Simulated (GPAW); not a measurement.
Troubleshooting GPAW: a failed run on Mg₆AlCd (Amm2, 8 atoms in the cell). The aim is a self-consistent single point with DFT LDA (Perdew-Wang 92), plane waves, GPAW PAW datasets LDA (gpaw-data 1.0.1).

Cell that was meant: a = 5.0244 Å, b = 6.2797 Å, c = 6.2797 Å, α = 60.91°, β = 90.00°, γ = 90.00°.

Part of the input:

```python

calc = GPAW(mode={'name': 'pw', 'ecut': 800},
            xc='LDA',
            setups={'Al': 'pv'},
            kpts={'size': (5, 4, 4), 'gamma': True},
            occupations={'name': 'methfessel-paxton', 'width': 0.2, 'order': 1},
            nbands=-14,
```

Output, abridged:

```
Input parameters:
  convergence: {density: 1e-05,
                energy: 1e-05}
  kpts: {gamma: True,
         size: (5, 4, 4)}
  maxiter: 150
  mode: {ecut: 800,
         name: pw}
  nbands: -14
  occupations: {name: methfessel-paxton,
                order: 1,
                width: 0.2}
  setups: {Al: pv}
  symmetry: {symmorphic: False,
             tolerance: 0.0005}

Traceback (most recent call last):
   [... frames left out ...]
FileNotFoundError: Could not find required PAW dataset file "Al.pv.LDA".

You need to set the GPAW_SETUP_PATH environment variable to point to
the directories where PAW dataset and basis files are stored.  See
https://gpaw.readthedocs.io/install.html#install-paw-datasets
for details.
```

**Question.** Read the log: what does the program object to, and what is the fix?

**Answer.** The fault is a potential or basis that cannot be found. The input names a file or set that is not where the program looks, or that does not exist under that name. To fix it, correct the name or place the file. The program stopped before any SCF iteration.

The sound input it was made from differs as follows (other fixes are possible):
```diff
-            setups={'Al': 'pv'},
```

With that input, the run converged in 20 iterations: free energy E − TS (from the program's reference atoms) -17.4655 eV; Fermi level (on the code's own zero) 4.34 eV; pressure -2.79 GPa; largest force (vector length) 0.096 eV/Å (DFT LDA (Perdew-Wang 92), plane waves, GPAW PAW datasets LDA (gpaw-data 1.0.1)).

On the sound input: the starting cell comes from a database of computed structures (which also holds hypothetical and non-ambient phases and stackings), without a prior relaxation at this level.
